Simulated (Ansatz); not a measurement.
The parent structure is HfS₂ in the CdI2 type structure (space group P-3m1, No. 164; a = 3.5475 Å, c = 5.5773 Å; layered, stacked along the Cartesian z axis). Axes: x lies along a and z along c of the hexagonal cell.

It is then changed as follows: biaxial strain −3.51 %, plane normal [001], relaxed out of plane (Cartesian); in-plane vectors clamped, the third vector and the atoms free.

Levels (all Ansatz, a program for electronic structure, PAW, earlier PAW set): PBEsol-D3(BJ) (420 eV, spin-orbit coupling left out); HSE06 (420 eV, no spin-orbit coupling); PBEsol+SOC (600 eV, with spin-orbit coupling); HSE06+SOC (600 eV, spin-orbit coupling included).

At the geometry relaxed with PBEsol-D3(BJ), these levels gave the following band gaps, in shuffled order: (a) 0.11 eV, (b) 0.85 eV, (c) 0.92 eV, (d) zero.

Match each gap to its level.

(a) PBEsol-D3(BJ); (b) HSE06+SOC; (c) HSE06; (d) PBEsol+SOC.

Single points use the geometry relaxed with PBEsol-D3(BJ). HSE06 was sampled on its mesh, a few special points and the semilocal edge points, so its gap is an upper bound. The spin-orbit shifts are approximate. Spin-orbit coupling, missing from the scalar runs, can matter with Hf. Whether these cells are dynamically stable was not tested. Gaps under 0.05 eV, about the width of the smearing, are given as zero. A zero or small gap of HfS2 under biaxial strain −3.51 %, plane normal [001], relaxed out of plane can be the functional's error rather than a property of the material.
